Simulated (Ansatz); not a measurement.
An Ansatz (a quantum-chemistry and plane-wave program) run: Cr with a change (Cr → Hg); PBEsol, PAW, 420 eV (Ansatz; without spin-orbit coupling).

Input:

Ansatz 0.2 input:
```yaml
crystal:
  lattice:
    - [-1.8174880262, 1.8174880262, 1.8174880262]
    - [1.8174880262, -1.8174880262, 1.8174880262]
    - [1.8174880262, 1.8174880262, -1.8174880262]
  atoms:
    - { symbol: Hg, position: [0, 0, 0] }
basis: { ecutwfc: 420, ecutrho_ratio: 4, xc_grid: 2, fft_grid_basis: typed }
kpoints: { mp_grid: { grid: [18, 18, 18] } }
hamiltonian:
  xc: pbesol
  dispersion: none
  pseudopotentials: { kind: paw }
scf: { occupations: { method: fermi_dirac, width: 0.05 }, convergence: { dr2_threshold: 0.0000000001 } }
output: { forces: true, stress: true }
checkpoint: { write: state.ck, write_every: 1000 }
```

Output:

```
Pseudopotentials: kind: paw
Pseudopotential: Hg, paw, valence charge 20
Functional definition: PBEsol
Crystal: 1 atoms, lattice volume = 24.015 Å³
Basis set: ecut = 420 eV, 459 PW (Γ), exchange–correlation on 48×48×48 points (8 copies of the dense FFT grid, shifted against one another)
Bands: 14, of which v1, the nominal top of the filled ones, is band 10 counted from 1 (9 counted from 0)
Symmetry: 48 space group operations
Space group: Im-3m (ITA 229), of the structure as read, at distance tolerance 2.9e-5 Å
k-points: 195 of 5832
PAW frozen core: Hg, regenerated for the run's functional, and the local potential with it
Initial density: superposition of atomic densities (neutral atoms: chi_scale 0, normalization atom), corrected by the library's trained network
Initial wavefunctions: pseudopotential atomic-orbital guess
Eigensolver: davidson
Functional: x = pbesol(κ = 0.804, μ = 0.12345679012345678), c = pbesol(β = 0.046)
SCF iter   1: F=—  HF=-13668.002960 eV  |F-HF|=—  |Δ(HF+E_count)|=         —  Δρ=3.43e-3  dr2=2.38e-3  ethr=1.77e-3  ⟨swp⟩=5.4  Hψ=14083  notcnv=0
all-band conjugate gradients solve this SCF's bands
preconditioner: auto → Kerker (q_TF=auto, 2.646 Å⁻¹)
SCF iter   2: F=—  HF=-13668.002564 eV  |F-HF|=—  |Δ(HF+E_count)|=   3.96e-4  Δρ=1.48e-3  dr2=3.55e-4  ethr=1.19e-5  ⟨swp⟩=2.5  Hψ=5306  notcnv=0
SCF iter   3: F=—  HF=-13668.002468 eV  |F-HF|=—  |Δ(HF+E_count)|=   9.58e-5  Δρ=4.07e-4  dr2=1.28e-5  ethr=1.77e-6  ⟨swp⟩=2.0  Hψ=3746  notcnv=0
SCF iter   4: F=—  HF=-13668.002470 eV  |F-HF|=—  |Δ(HF+E_count)|=   2.29e-6  Δρ=3.52e-5  dr2=1.62e-7  ethr=6.42e-8  ⟨swp⟩=2.6  Hψ=4439  notcnv=0
SCF iter   5: F=—  HF=-13668.002471 eV  |F-HF|=—  |Δ(HF+E_count)|=   3.49e-7  Δρ=9.54e-6  dr2=1.87e-8  ethr=8.09e-10  ⟨swp⟩=2.0  Hψ=4669  notcnv=0
SCF iter   6: F=—  HF=-13668.002471 eV  |F-HF|=—  |Δ(HF+E_count)|=   1.39e-9  Δρ=1.76e-6  dr2=4.29e-10  ethr=9.33e-11  ⟨swp⟩=2.2  Hψ=3849  notcnv=0
SCF iter   7: F=-13668.002471 eV  HF=-13668.002471 eV  |F-HF|=1.46e-11  |Δ(HF+E_count)|=  2.69e-10  Δρ=2.71e-7  dr2=1.18e-11  ethr=1.00e-12  ⟨swp⟩=4.0  Hψ=8516  notcnv=0
SCF 1 converged in 7 iterations: F = -13668.002471 eV  dr2 = 1.18e-11
SCF converged after 7 iterations
Free energy (F): -13668.002471 eV
Harris-Foulkes:  -13668.002471 eV  (|F-HF|=1.46e-11)
Internal energy: -13668.000176 eV  (E = F + TS)
E sigma→0 (E₀):  -13668.001324 eV
Entropy (-TS):   -0.002294 eV (-2.294 meV/atom)
Fermi energy:    14.180619 eV
--- Per-component energies (eV) ---
  E_band       = -395.227029
  E_kinetic    = 604.676332
  E_local      = -2522.240405  (includes V_loc(G=0)·N_el)
  E_nonlocal   = 76.243347
  E_hartree    = 1076.638171
  E_xc         = -219.106009
  E_vxc        = -261.874104  (∫ρ·V_xc dr)
  E_paw        = -9801.238994  (= ΣΔE_a)
  E_vpaw       = -445.309385  (= ΣTr[D̂ρ^β])
  E_aug_tail   = 0.000889  (compensation charges beyond the density's cutoff)
  E_ewald      = -2883.302158
  E_core_change = 0.328651  (= ΣΔE_core)
  E_smearing   = -0.002294  (= −TS)
  E_closure    = -0.000000  (closes the sum)
  Σ components = -13668.002471   (vs F -13668.002471, Δ=0.00e0)
  [band-id]    e_kinetic+e_local+e_nonlocal+2·e_hartree+e_vxc+e_vpaw+e_augmentation_tail = -395.226983   (vs E_band -395.227029, Δ=4.55e-5)
--- Forces (eV/Å), atoms counted from 1 ---
  atom   1  Hg     0.00000000     0.00000000    -0.00000000
  max |Σ_I F_I| component: 1.68e-31 eV/Å
--- Stress (GPa, compression-positive) ---
        0.001837       0.000000       0.000000
        0.000000       0.001837      -0.000000
        0.000000       0.000000       0.001837
  P = ⅓ Tr σ = 0.0018 GPa (0.018 kbar)
  The stress holds the Pulay correction. Without it, at fixed plane waves, as pw.x and ABINIT print it: P = -0.0363 GPa
  The stress includes an estimate of the error left by incomplete SCF convergence (largest component -0.0001 GPa).
--- Band table ---
  band table: none
```

Whether these cells are dynamically stable was not tested. The cell was made from Cr by this change: Cr → Hg; the result is a hypothetical phase, not in the database extracts checked.
